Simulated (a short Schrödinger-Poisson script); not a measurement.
Structure: MOS inversion layer, Si3N4 on p-type Ge(100), at 300 K.

```csv
layer,material,thickness (nm),Na (cm⁻³)
1,Si3N4,2,-
2,Ge,260,2.5e18
```

The device is made up for the run: typed textbook-type constants, with dimensions and the other settings drawn at random. Si3N4: permittivity 7.5, conduction-band edge (eV) 1.9, gap (eV) 5.1, electron mass (mₑ) 0.5. Ge: permittivity 16, conduction-band edge (eV) 0, gap (eV) 0.664, Nv at 300 K (cm⁻³) 6e18.

Channel valleys (confinement mass, in-plane density-of-states mass, number): L4 0.12, 0.295, 4. At the gate the conduction-band edge of layer 1 lies 2.02 eV − eVg above the Fermi level of the channel; the field vanishes at the back. Gaps are held at their typed values at every temperature. Mesh 0.03 nm at interfaces.

Solved with a short Schrödinger-Poisson script written for these runs: 1D Poisson equation in equilibrium, electrons classical, Fermi-Dirac, parabolic valleys, classical holes, full ionisation, no traps, pinning or gate leakage.

The same stack at other levels of the model or other numerical settings:

```tsv
run	sheet density of all electrons at Vg = 1.05 V (cm⁻²)	sheet density of all electrons at Vg = 0.45 V (cm⁻²)	capacitance at Vg = 1.05 V (μF/cm²)	centroid of the channel electrons at Vg = 1.05 V (nm)	rough cost against the base
base	9.80e12	9.00e11	2.66	0.63	about 1
electrons treated as classical, Boltzmann	(withheld)	1.03e12	3.09	0.31	0.2
electrons treated as quantum, Hartree	7.42e12	7.32e10	(withheld)	(withheld)	5
mesh six times as coarse	9.56e12	8.36e11	2.62	0.71	0.4
```

Q: Complete the blanks.

A: 
- electrons treated as classical, Boltzmann, sheet density of all electrons at Vg = 1.05 V (cm⁻²): 1.16e13
- electrons treated as quantum, Hartree, capacitance at Vg = 1.05 V (μF/cm²): 2.51
- electrons treated as quantum, Hartree, centroid of the channel electrons at Vg = 1.05 V (nm): 1.70

The classical rows ignore confinement, and Boltzmann statistics overrate the density once the band edge passes the Fermi level.

Only the L valleys are kept; under strong confinement the Δ valleys of Ge fill too.
